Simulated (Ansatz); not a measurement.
For GaAs (model structure, started from the BeO type, P4₂/mnm, No. 136, 8 atoms in the cell), PBE in Ansatz (plane waves, PAW) gives:

```
Property                   Result
-------------------  ------------
lattice constant a        7.025 Å
lattice parameter c       4.060 Å
cohesive energy      3.08 eV/atom
```

**Question.** What does r²SCAN (PAW; Ansatz, a program for electronic structure) give for the same quantities?

**Answer.** 
- lattice constant a: 6.923 Å (drops by 1.5 %)
- lattice parameter c: 4.009 Å (decreases by 1.3 %)
- cohesive energy: 3.22 eV/atom (goes up by 0.14 eV/atom)

Changes are worked out from the printed values.

Unless a cell is named, each level is at its own relaxed cell (PBE 25.05, r²SCAN 24.02 Å³/atom).

Ansatz's density-functional and Hartree–Fock values are scalar-relativistic unless marked +SOC, with PAW data made under PBE.

A model structure was made by putting elements into a prototype or built by hand; it is no filed structure, need not be a known phase, and can be a saddle point held by its symmetry.
